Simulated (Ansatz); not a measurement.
Start from Sc in the hcp (Mg type) structure (space group P6_3/mmc, No. 194; a = 3.3179 Å, c = 5.1860 Å; relaxed with 0.1 eV smearing).

Structures relaxed with PBE (Ansatz, an electronic-structure program, PAW, without spin-orbit coupling).

Base:

Simulated powder pattern, Co Kα, λ = 1.79026 Å (kinematic, ideal powder, no thermal factors, no anomalous dispersion; the 10 strongest lines at most, above 2 %, up to 2θ = 90°):

```
2θ (°)  I/Imax (%)    hkl
------  ----------  -----
36.30           25  (100)
40.39           24  (002)
41.73          100  (101)
55.42           14  (102)
65.31           16  (110)
74.36           16  (103)
77.08          2.4  (200)
79.67           18  (112)
80.56           13  (201)
87.33          2.4  (004)
```

It is then changed as follows: the cell is scaled by 0.9950 in all directions, atoms relaxed at fixed cell.

Task: Predict the new powder pattern.

Result: 
Simulated powder pattern, Co Kα, λ = 1.79026 Å (kinematic, ideal powder, no thermal factors, no anomalous dispersion; the 10 strongest lines at most, above 2 %, up to 2θ = 90°):

```json
[
 {"2θ (°)": "36.49", "d (Å)": "2.859", "I/Imax (%)": "25", "hkl": "(100)"},
 {"2θ (°)": "40.60", "d (Å)": "2.580", "I/Imax (%)": "24", "hkl": "(002)"},
 {"2θ (°)": "41.95", "d (Å)": "2.501", "I/Imax (%)": "100", "hkl": "(101)"},
 {"2θ (°)": "55.72", "d (Å)": "1.915", "I/Imax (%)": "14", "hkl": "(102)"},
 {"2θ (°)": "65.68", "d (Å)": "1.651", "I/Imax (%)": "16", "hkl": "(110)"},
 {"2θ (°)": "74.79", "d (Å)": "1.474", "I/Imax (%)": "16", "hkl": "(103)"},
 {"2θ (°)": "77.54", "d (Å)": "1.430", "I/Imax (%)": "2.4", "hkl": "(200)"},
 {"2θ (°)": "80.15", "d (Å)": "1.390", "I/Imax (%)": "18", "hkl": "(112)"},
 {"2θ (°)": "81.05", "d (Å)": "1.378", "I/Imax (%)": "13", "hkl": "(201)"},
 {"2θ (°)": "87.88", "d (Å)": "1.290", "I/Imax (%)": "2.4", "hkl": "(004)"}
]
```

The indices refer to the base's conventional cell; one index is shown for lines that coincide.

The cells carry an imposed strain or load. Stability against distortions was not tested. All final runs are without spin polarisation.
